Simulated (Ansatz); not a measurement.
The starting structures come from a database of crystals and need not be the phases stable at ambient conditions.

The decay constant κ of evanescent states in the gap governs leakage through a thin film.

Given:

```yaml
crystal:
  lattice:
    - [6.75925, 0.00000, 0.00000]
    - [0.00000, 13.42435, 0.00000]
    - [0.00000, 6.71217, 3.87527]
  atoms:
    - { symbol: Cs, position: [0.25000, 0.66667, 0.00000] }
    - { symbol: Cs, position: [0.75000, 0.33333, 0.00000] }
    - { symbol: Cd, position: [0.00000, 0.00000, 0.00000] }
    - { symbol: Cd, position: [0.50000, 0.00000, 0.00000] }
    - { symbol: Br, position: [0.75000, 0.83427, 0.00000] }
    - { symbol: Br, position: [0.25000, 0.16573, 0.00000] }
    - { symbol: Br, position: [0.25000, 0.66854, 0.49719] }
    - { symbol: Br, position: [0.75000, 0.33146, 0.50281] }
    - { symbol: Br, position: [0.75000, 0.83427, 0.49719] }
    - { symbol: Br, position: [0.25000, 0.16573, 0.50281] }
```

Space group of this cell: P6_3/mmc. The cell is taken as given; by PBEsol its mean pressure is -0.9 GPa.

Transport runs along the normal of the first two printed cell vectors, the (110) plane of the conventional cell.

The gap is the functional's own, uncorrected, and κ follows it; spin-orbit coupling is left out. Mid-gap values are interpolated between the computed energies.

Problem. Predict the band gap and the smallest decay constant κ at mid-gap from PBEsol in Ansatz (an electronic-structure program).

Solution. Gap 2.81 eV on a 6×8×8 mesh; κ = 0.246 1/Å, at the zone centre.
